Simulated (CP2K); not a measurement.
Band structure of Mg₃Sb₂ (P-3m1, 5 atoms in the cell).

```xyz
5
Lattice="4.5026 0.0000 0.0000 -2.2513 3.8993 0.0000 0.0000 0.0000 7.1339" Properties=species:S:1:pos:R:3 pbc="T T T"
Mg     0.0000     0.0000     0.0000
Mg     0.0000     2.5996     2.6154
Mg     2.2513     1.2998     4.5185
Sb     0.0000     2.5996     5.5064
Sb     2.2513     1.2998     1.6275
```

Computed with PBE, GPW, DZVP-MOLOPT-SR-GTH basis, GTH-PBE potentials (GTH_POTENTIALS) run with CP2K.

Settings: CUTOFF = 1000 Ry; REL_CUTOFF = 50 Ry; SMEAR/METHOD = FERMI_DIRAC; ELECTRONIC_TEMPERATURE = 580.23 K; KPOINTS/SCHEME = MONKHORST-PACK 7 7 4; GAMMA_CENTERED = T; XC_FUNCTIONAL = PBE; Mg/BASIS_SET = DZVP-MOLOPT-SR-GTH; Mg/POTENTIAL = GTH-PBE-q10; Sb/BASIS_SET = DZVP-MOLOPT-SR-GTH; Sb/POTENTIAL = GTH-PBE-q5; METHOD = GPW; EPS_DEFAULT = 1e-11; EXTRAPOLATION = USE_GUESS.

The starting cell comes from a database of computed structures (which also holds hypothetical and non-ambient phases and stackings), without a prior relaxation at this level. Its lattice was rescaled by a random factor within 2.5 % of one. Spin-orbit coupling is off. Values carry the incompleteness of an atom-centred basis. The run gives no clean gap (levels at the Fermi energy touch, overlap or are partly filled at this smearing), which alone does not show that the compound is a metal.

Levels in eV from the Fermi level, bands 17 to 22:
| point | 17 | 18 | 19 | 20 | 21 | 22 |
|---|---|---|---|---|---|---|
| Γ | -1.22 | -0.46 | -0.46 | -0.04 | 1.21 | 1.23 |
| M | -3.56 | -2.56 | -2.45 | -1.00 | 0.37 | 2.03 |
| K | -3.89 | -2.82 | -2.82 | -2.80 | 0.19 | 4.63 |
| A | -0.90 | -0.90 | -0.79 | -0.79 | 1.85 | 1.98 |
| L | -2.05 | -1.86 | -1.85 | -1.69 | 0.36 | 1.67 |
| H | -4.32 | -3.71 | -1.12 | -1.12 | 1.92 | 1.92 |

No band crosses the Fermi level by more than 0.03 eV along this path.

Higher empty bands are left out: an atom-centred basis made for the valence describes them poorly.
